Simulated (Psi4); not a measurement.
Psi4 1.11, PBE/def2-svp: 1,1-difluoroethane (CC(F)F), 8 atoms. The geometry is a generated start, not checked to be a minimum at this level.

task: gradient
method: pbe
basis: def2-svp
memory: 7 GB
scf_type: df (default)
guess: auto, which took SAD (default)
diis_max_vecs: 10 (default)
scf_initial_accelerator: adiis (default)
e_convergence: 1e-08 (default)
d_convergence: 1e-08 (default)
basis functions (reference run): 76
grid points (reference run): 1461300

```xyz
8

C     -0.7837    -0.1532     0.0156
C      0.7022     0.1276     0.0602
F      1.3882    -0.7639    -0.6970
F      0.9774     1.3506    -0.4618
H     -1.1276    -0.1118    -1.0158
H     -0.9780    -1.1422     0.4224
H     -1.3096     0.5943     0.6022
H      1.1311     0.0985     1.0741
```

Differences are taken against the run with dft_radial_points = 200, dft_spherical_points = 974, dft_pruning_scheme = none (default); no run here is proven converged. One run each, on a shared machine, so no times are given.

Settings tried, all else as in the reference:
- dft_radial_points = 75 (default), dft_spherical_points = 302 (default)
- dft_radial_points = 75 (default), dft_spherical_points = 302 (default), dft_pruning_scheme = robust
- dft_radial_points = 99, dft_spherical_points = 590, dft_pruning_scheme = robust
- dft_radial_points = 99, dft_spherical_points = 590
- dft_radial_points = 75 (default), dft_spherical_points = 302 (default), dft_pruning_scheme = treutler
- dft_radial_points = 25, dft_spherical_points = 50
- dft_radial_points = 75 (default), dft_spherical_points = 434
- dft_radial_points = 99, dft_spherical_points = 590, dft_pruning_scheme = treutler
- dft_radial_points = 35, dft_spherical_points = 110
- dft_radial_points = 150, dft_spherical_points = 770
- dft_radial_points = 50, dft_spherical_points = 194

Q: Which of these stay within 10 meV/atom in energy, 100 meV/Å in forces (largest component) of the reference run?

A: Within it: dft_radial_points = 150, dft_spherical_points = 770; dft_radial_points = 99, dft_spherical_points = 590; dft_radial_points = 99, dft_spherical_points = 590, dft_pruning_scheme = robust; dft_radial_points = 75 (default), dft_spherical_points = 434; dft_radial_points = 99, dft_spherical_points = 590, dft_pruning_scheme = treutler; dft_radial_points = 75 (default), dft_spherical_points = 302 (default), dft_pruning_scheme = treutler; dft_radial_points = 75 (default), dft_spherical_points = 302 (default), dft_pruning_scheme = robust; dft_radial_points = 75 (default), dft_spherical_points = 302 (default); dft_radial_points = 50, dft_spherical_points = 194; dft_radial_points = 35, dft_spherical_points = 110. Outside: dft_radial_points = 25, dft_spherical_points = 50.

```json
[
 {"setting": "the reference", "grid points": "1461300", "energy against the reference": "—", "difference in forces (largest component)": "—"},
 {"setting": "dft_radial_points = 150, dft_spherical_points = 770", "grid points": "871265", "energy against the reference": "under 0.001 meV/atom", "difference in forces (largest component)": "0.27 meV/Å"},
 {"setting": "dft_radial_points = 99, dft_spherical_points = 590", "grid points": "442976", "energy against the reference": "under 0.001 meV/atom", "difference in forces (largest component)": "0.64 meV/Å"},
 {"setting": "dft_radial_points = 99, dft_spherical_points = 590, dft_pruning_scheme = robust", "grid points": "310528", "energy against the reference": "under 0.001 meV/atom", "difference in forces (largest component)": "0.64 meV/Å"},
 {"setting": "dft_radial_points = 75 (default), dft_spherical_points = 434", "grid points": "247758", "energy against the reference": "−0.0054 meV/atom", "difference in forces (largest component)": "1.2 meV/Å"},
 {"setting": "dft_radial_points = 99, dft_spherical_points = 590, dft_pruning_scheme = treutler", "grid points": "232000", "energy against the reference": "−0.0060 meV/atom", "difference in forces (largest component)": "1.2 meV/Å"},
 {"setting": "dft_radial_points = 75 (default), dft_spherical_points = 302 (default), dft_pruning_scheme = treutler", "grid points": "95497", "energy against the reference": "+0.055 meV/atom", "difference in forces (largest component)": "6.1 meV/Å"},
 {"setting": "dft_radial_points = 75 (default), dft_spherical_points = 302 (default), dft_pruning_scheme = robust", "grid points": "118729", "energy against the reference": "+0.059 meV/atom", "difference in forces (largest component)": "6.5 meV/Å"},
 {"setting": "dft_radial_points = 75 (default), dft_spherical_points = 302 (default)", "grid points": "172617", "energy against the reference": "+0.059 meV/atom", "difference in forces (largest component)": "6.5 meV/Å"},
 {"setting": "dft_radial_points = 50, dft_spherical_points = 194", "grid points": "75238", "energy against the reference": "−0.091 meV/atom", "difference in forces (largest component)": "9.5 meV/Å"},
 {"setting": "dft_radial_points = 35, dft_spherical_points = 110", "grid points": "29871", "energy against the reference": "+0.65 meV/atom", "difference in forces (largest component)": "25 meV/Å"},
 {"setting": "dft_radial_points = 25, dft_spherical_points = 50", "grid points": "9752", "energy against the reference": "+1.4 meV/atom", "difference in forces (largest component)": "420 meV/Å"}
]
```

Total energies are compared; such shifts often cancel in part in energy differences. The gradients leave out the derivatives of the grid weights. The tolerance is a choice made for this comparison.
